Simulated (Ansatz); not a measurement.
Reference: AlN (P6_3mc), r2SCAN with spin-orbit coupling, rigid bands (plane waves, PAW; Ansatz, a first-principles code); axes and stresses refer to this cell.

```xyz
4
Lattice="3.1138 0.0000 0.0000 -1.5569 2.6966 0.0000 0.0000 0.0000 4.9837" Properties=species:S:1:pos:R:3 pbc="T T T"
Al     0.0000     1.7977    -0.0174
Al     1.5569     0.8989     2.4745
N      0.0000     1.7977     1.8863
N      1.5569     0.8989     4.3781
```

- hole mass along x = 3.7 mₑ
- band gap = 4.82 eV
- hole mass along z = 0.41 mₑ

Question: Change: hydrostatic pressure of -9 GPa (compression positive). What happens to hole mass along x, band gap, hole mass along z?

Answer: hole mass along x moves little, to 3.7 mₑ; band gap shrinks to 4.39 eV; hole mass along z grows to 0.43 mₑ.

Question: Change: uniaxial stress along c of -4.5 GPa (compression positive). What happens to hole mass along x, band gap, hole mass along z?

Answer: hole mass along x rises to 3.8 mₑ; band gap moves little, to 4.83 eV; hole mass along z increases to 0.65 mₑ.

Question: Change: uniaxial stress along c of 4.5 GPa (compression positive). What happens to hole mass along x, band gap, hole mass along z?

Answer: hole mass along x drops to 3.2 mₑ; band gap moves little, to 4.79 eV; hole mass along z drops to 0.36 mₑ.

Masses are for dilute carriers at 300 K, harmonic means over directions unless an axis is named. Stresses and pressures are the targets of the relaxation.  The structure type is held under load, also where the real crystal would transform.
